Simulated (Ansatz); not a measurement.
Input and output of a self-consistent single point for LuBi2ClO4 (P4mm, 8 atoms in the cell) (Ansatz, an electronic-structure program).

Method: LDA (PW92), default PAW files made with PBE (plane waves; Ansatz).

```yaml
crystal:
  lattice:
    - [3.87644, 0.00000, 0.00000]
    - [0.00000, 3.87644, 0.00000]
    - [0.00000, 0.00000, 9.06032]
  atoms:
    - { symbol: Lu, position: [0.00000, 0.00000, 0.00552] }
    - { symbol: Bi, position: [0.50000, 0.50000, 0.27571] }
    - { symbol: Bi, position: [0.50000, 0.50000, 0.72429] }
    - { symbol: Cl, position: [0.00000, 0.00000, 0.50000] }
    - { symbol: O, position: [0.50000, 0.00000, 0.85157] }
    - { symbol: O, position: [0.50000, 0.00000, 0.14843] }
    - { symbol: O, position: [0.00000, 0.50000, 0.85157] }
    - { symbol: O, position: [0.00000, 0.50000, 0.14843] }
```

Reference input (self-consistent single point, DFT, LDA (PW92), plane waves, default PAW files made with PBE): basis.ecutwfc = 30.9 Ry; kpoints.mp_grid.grid = 7 7 3; hamiltonian.xc = lda; hamiltonian.pseudopotentials = {kind: paw} (the program's default PAW files); scf.occupations.method = fixed. This run's input differs from it in these lines:

Ansatz 0.2 input:
```diff
@@ -18,3 +18,3 @@
 kpoints:
-  mp_grid: { grid: [7, 7, 3] }
+  mp_grid: { grid: [15, 15, 7] }
 hamiltonian:
```

Log, with long lists cut:

```
SCF iter   1: F=—  HF=-41936.109471 eV  |F-HF|=—  |Δ(HF+E_count)|=         —  Δρ=1.49e-2  dr2=3.03e-1  ethr=1.77e-3  ⟨swp⟩=5.3  Hψ=29024  notcnv=0  defer=890
all-band conjugate gradients solve this SCF's bands
preconditioner: auto → Resta (q_TF=auto, 2.527 Å⁻¹)
SCF iter   2: F=—  HF=-41936.045567 eV  |F-HF|=—  |Δ(HF+E_count)|=   6.39e-2  Δρ=5.78e-3  dr2=4.00e-2  ethr=3.52e-4  ⟨swp⟩=2.7  Hψ=14019  notcnv=0  defer=1000
   [... lines left out ...]
SCF iter   6: F=—  HF=-41936.035978 eV  |F-HF|=—  |Δ(HF+E_count)|=   5.01e-5  Δρ=8.66e-5  dr2=9.44e-6  ethr=7.32e-8  ⟨swp⟩=3.0  Hψ=16130  notcnv=0  defer=767
SCF iter   7: F=—  HF=-41936.035979 eV  |F-HF|=—  |Δ(HF+E_count)|=   1.81e-6  Δρ=5.13e-5  dr2=3.12e-6  ethr=1.10e-8  ⟨swp⟩=2.2  Hψ=13829  notcnv=0  defer=765
SCF iter   8: F=—  HF=-41936.035979 eV  |F-HF|=—  |Δ(HF+E_count)|=   1.24e-9  Δρ=1.83e-5  dr2=4.38e-7  ethr=3.63e-9  ⟨swp⟩=2.0  Hψ=11798  notcnv=0  defer=765
SCF iter   9: F=-41936.035979 eV  HF=-41936.035979 eV  |F-HF|=8.61e-9  |Δ(HF+E_count)|=   3.53e-8  Δρ=4.47e-6  dr2=2.93e-8  ethr=1.16e-10  ⟨swp⟩=17.0  Hψ=57677  notcnv=0
SCF 1 converged in 9 iterations: F = -41936.035979 eV  dr2 = 2.93e-8
Free energy (F): -41936.035979 eV
Internal energy: -41936.035979 eV  (E = F + TS)
E sigma→0 (E₀):  -41936.035979 eV
Fermi energy:    8.989689 eV
--- Forces (eV/Å), atoms counted from 1 ---
  atom   1  Lu     0.00000000     0.00000000    -0.74448801
  atom   2  Bi     0.00000000     0.00000000    -0.65413704
  atom   3  Bi    -0.00000000     0.00000000     1.10625248
  atom   4  Cl     0.00000000     0.00000000    -0.12191830
  atom   5  O      0.00000000     0.00000000    -0.09707047
  atom   6  O     -0.00000000     0.00000000     0.30422762
  atom   7  O      0.00000000     0.00000000    -0.09707047
  atom   8  O      0.00000000     0.00000000     0.30422762
--- Stress (GPa, compression-positive) ---
       -9.051074       0.000000      -0.000000
        0.000000      -9.051074       0.000000
       -0.000000       0.000000      -7.807808
  P = ⅓ Tr σ = -8.6367 GPa (-86.367 kbar)
  The stress holds the Pulay correction. Without it, at fixed plane waves, as pw.x and ABINIT print it: P = -9.1461 GPa
```

The run converged in 9 iterations. Against the reference run the free energy hardly moves (within 1 meV/atom), the pressure stays at -8.64 GPa, the largest force stays at 1.106 eV/Å and the gap on the mesh goes from 1.142 to 1.037 eV.

The starting cell comes from a database of computed structures (which also holds hypothetical and non-ambient phases and stackings), without a prior relaxation at this level. Its lattice was rescaled by up to half a per cent. One atom was moved a little off its site on purpose. Spin-orbit coupling is off. With a pressure of about -9 GPa the cell is away from its equilibrium volume at this level. Forces in this geometry exceed 1 eV/Å. Ansatz's pressure includes its estimate of the finite-basis (Pulay) stress. Without the estimate this run gives -9.15 GPa.

Cost on one core of a shared machine: roughly 2 min.
